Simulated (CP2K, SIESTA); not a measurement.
A CP2K input for a self-consistent single point of Ba3Bi2 (Pm-3m, 5 atoms in the cell) (DFT PBEsol, GPW, DZVP-MOLOPT-SR-GTH basis, GTH-PBE potentials (GTH_POTENTIALS)):

```
&GLOBAL
  PROJECT run
  RUN_TYPE ENERGY_FORCE
  PRINT_LEVEL MEDIUM
&END GLOBAL
&FORCE_EVAL
  METHOD Quickstep
  STRESS_TENSOR ANALYTICAL
  &DFT
    BASIS_SET_FILE_NAME BASIS_MOLOPT
    POTENTIAL_FILE_NAME GTH_POTENTIALS
    &QS
      METHOD GPW
      EPS_DEFAULT 1E-10
    &END QS
    &MGRID
      CUTOFF 500
      REL_CUTOFF 50
      NGRIDS 5
    &END MGRID
    &SCF
      SCF_GUESS ATOMIC
      EPS_SCF 1E-6
      MAX_SCF 100
      ADDED_MOS 8
      &DIAGONALIZATION
        ALGORITHM STANDARD
      &END DIAGONALIZATION
      &MIXING
        METHOD BROYDEN_MIXING
        ALPHA 0.3
        NBUFFER 8
        BETA 1.5
      &END MIXING
      &SMEAR ON
        METHOD FERMI_DIRAC
        ELECTRONIC_TEMPERATURE [K] 580.23
      &END SMEAR
    &END SCF
    &KPOINTS
      SCHEME MONKHORST-PACK 5 5 5
    &END KPOINTS
    &XC
      &XC_FUNCTIONAL
        &PBE
          PARAMETRIZATION PBESOL
        &END PBE
      &END XC_FUNCTIONAL
    &END XC
    &PRINT
      &MO
        EIGENVALUES T
        OCCUPATION_NUMBERS T
        NDIGITS 8
        FILENAME mo
        &EACH
          QS_SCF 0
        &END EACH
        ADD_LAST NUMERIC
      &END MO
      &MULLIKEN ON
      &END MULLIKEN
    &END PRINT
  &END DFT
  &SUBSYS
    &CELL
      A 6.46279400 0.00000000 0.00000000
      B 0.00000000 6.46279400 0.00000000
      C 0.00000000 0.00000000 6.46279400
      PERIODIC XYZ
    &END CELL
    &COORD
      Ba       0.00000000     3.23139700     3.23139700
      Ba       3.23139700     0.00000000     3.23139700
      Ba       3.23139700     3.23139700     0.00000000
      Bi       0.00000000     0.00000000     0.00000000
      Bi       3.23139700     3.23139700     3.23139700
    &END COORD
    &KIND Ba
      BASIS_SET DZVP-MOLOPT-SR-GTH
      POTENTIAL GTH-PBE-q10
    &END KIND
    &KIND Bi
      BASIS_SET DZVP-MOLOPT-SR-GTH
      POTENTIAL GTH-PBE-q5
    &END KIND
  &END SUBSYS
  &PRINT
    &FORCES ON
    &END FORCES
    &STRESS_TENSOR ON
    &END STRESS_TENSOR
  &END PRINT
&END FORCE_EVAL
```

### Question
Write the same calculation as an input for SIESTA.

### Answer
One input that does it (others would too):

```
# files in the folder: Ba.psml Bi.psml (PseudoDojo PBEsol standard)
SystemName  Ba3Bi2
SystemLabel siesta

NumberOfAtoms                5
NumberOfSpecies              2
%block ChemicalSpeciesLabel
  1 56 Ba
  2 83 Bi
%endblock ChemicalSpeciesLabel
LatticeConstant              6.462794 Ang
%block LatticeVectors
     1.000000000    0.000000000    0.000000000
     0.000000000    1.000000000    0.000000000
     0.000000000    0.000000000    1.000000000
%endblock LatticeVectors
AtomicCoordinatesFormat      Fractional
%block AtomicCoordinatesAndAtomicSpecies
     0.000000000    0.500000000    0.500000000  1
     0.500000000    0.000000000    0.500000000  1
     0.500000000    0.500000000    0.000000000  1
     0.000000000    0.000000000    0.000000000  2
     0.500000000    0.500000000    0.500000000  2
%endblock AtomicCoordinatesAndAtomicSpecies

XC.functional                GGA
XC.authors                   PBEsol
PAO.BasisSize                DZP
PAO.EnergyShift              0.005 Ry
MeshCutoff                   300 Ry
%block kgrid.MonkhorstPack
    5   0   0  0.0
    0   5   0  0.0
    0   0   5  0.0
%endblock kgrid.MonkhorstPack
OccupationFunction           FD
ElectronicTemperature        50.0 meV

MaxSCFIterations             150
SCF.Mixer.Method             Pulay
SCF.Mixer.Weight             0.25
SCF.Mixer.History            6
SCF.DM.Tolerance             1.0E-05
Diag.ParallelOverK           true
WriteForces                  true
Charge.Mulliken              end
```

Basis settings and potentials, where a program has them, do not carry over. This input uses DFT, GGA PBEsol, numerical atomic orbitals DZP, PseudoDojo PBEsol standard norm-conserving potentials (rewritten from UPF to PSML). Both were run: pressure 1.21 GPa in CP2K and 4.39 in SIESTA.

On SIESTA: the starting cell comes from a database of computed structures (which also holds hypothetical and non-ambient phases and stackings), without a prior relaxation at this level. Its lattice was rescaled by a random factor within 2.5 % of one. Values carry the incompleteness of an atom-centred basis. With a pressure of about 4 GPa the cell is away from its equilibrium volume at this level.

On CP2K: the starting cell comes from a database of computed structures (which also holds hypothetical and non-ambient phases and stackings), without a prior relaxation at this level. Its lattice was rescaled by a random factor within 2.5 % of one. Values carry the incompleteness of an atom-centred basis. The potentials were made for another functional than the one used.
